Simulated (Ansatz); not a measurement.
# Convergence series on the (001) slab of LaB6 (cut from a parent of space group no. 221; 14 atoms in the cell)

```
LaB6
1.0
    4.07454     0.00000     0.00000
    0.00000     4.07454     0.00000
    0.00000     0.00000    17.05900
La B
2 12
Cartesian
  0.00000   0.00000   7.07640
  0.00000   0.00000  11.22900
  3.26012   2.03727   4.99999
  0.81442   2.03727   4.99999
  2.03727   3.26012   4.99999
  2.03727   0.81442   4.99999
  2.03727   2.03727   6.24631
  2.03727   2.03727   7.90640
  3.26012   2.03727   9.15270
  0.81442   2.03727   9.15270
  2.03727   3.26012   9.15270
  2.03727   0.81442   9.15270
  2.03727   2.03727  10.39889
  2.03727   2.03727  12.05901
```

Level of theory: LDA (PW92), PAW files made with PBE (plane waves; Ansatz, an electronic-structure program).

The starting cell comes from a database of computed structures (which also holds hypothetical and non-ambient phases and stackings), without a prior relaxation at this level. The slab is cut from that crystal, and its faces are unrelaxed. Its lattice was rescaled in the plane by a random factor within 2.5 % of one. Spin polarisation is off, though cut faces can carry moments; the slab shows no gap. The two faces of this cut differ, and no dipole correction was used. In the base run, forces exceed 1 eV/Å.

Held fixed: basis.ecutwfc = 420 eV; kpoints.mp_grid.grid = 11 11 1; hamiltonian.xc = lda; hamiltonian.pseudopotentials = {kind: paw} (the program's default PAW files); scf.occupations.method = gaussian; scf.occupations.width = 0.136 eV.

ΔF is the free energy per atom less that of the last row (28.0).

The series runs over vacuum between outermost atoms (Å) = 3.0; 4.0; 5.0; 6.0; 8.0; 10.0; 12.0; 15.0; 18.0; 22.0; 28.0.

### Question
From which setting on does the largest force stay within 0.005 eV/Å of the last one?

### Answer
From vacuum between outermost atoms (Å) = 5.0 on; the one before it is off by 0.014 eV/Å. The value it settles on is 1.331 eV/Å at this level of theory and with the other settings as held.

```json
[
 {"vacuum between outermost atoms (Å)": "3.0", "ΔF (meV/atom)": "-25.2", "largest force (eV/Å)": "1.259", "plane waves": "3273", "iterations": "10"},
 {"vacuum between outermost atoms (Å)": "4.0", "ΔF (meV/atom)": "-11.2", "largest force (eV/Å)": "1.317", "plane waves": "3597", "iterations": "11"},
 {"vacuum between outermost atoms (Å)": "5.0", "ΔF (meV/atom)": "-3.5", "largest force (eV/Å)": "1.327", "plane waves": "3953", "iterations": "11"},
 {"vacuum between outermost atoms (Å)": "6.0", "ΔF (meV/atom)": "-0.93", "largest force (eV/Å)": "1.329", "plane waves": "4251", "iterations": "12"},
 {"vacuum between outermost atoms (Å)": "8.0", "ΔF (meV/atom)": "-0.07", "largest force (eV/Å)": "1.330", "plane waves": "4907", "iterations": "12"},
 {"vacuum between outermost atoms (Å)": "10.0", "ΔF (meV/atom)": "-0.01", "largest force (eV/Å)": "1.331", "plane waves": "5529", "iterations": "12"},
 {"vacuum between outermost atoms (Å)": "12.0", "ΔF (meV/atom)": "-0.01", "largest force (eV/Å)": "1.331", "plane waves": "6223", "iterations": "12"},
 {"vacuum between outermost atoms (Å)": "15.0", "ΔF (meV/atom)": "0.00", "largest force (eV/Å)": "1.331", "plane waves": "7193", "iterations": "11"},
 {"vacuum between outermost atoms (Å)": "18.0", "ΔF (meV/atom)": "-0.01", "largest force (eV/Å)": "1.331", "plane waves": "8155", "iterations": "12"},
 {"vacuum between outermost atoms (Å)": "22.0", "ΔF (meV/atom)": "0.00", "largest force (eV/Å)": "1.331", "plane waves": "9449", "iterations": "12"},
 {"vacuum between outermost atoms (Å)": "28.0", "ΔF (meV/atom)": "0.00", "largest force (eV/Å)": "1.331", "plane waves": "11389", "iterations": "12"}
]
```

Left out of this page: 1 run of the series outside the window shown, repeating another row's setting, or not comparable.

Keys are those of Ansatz 0.2.
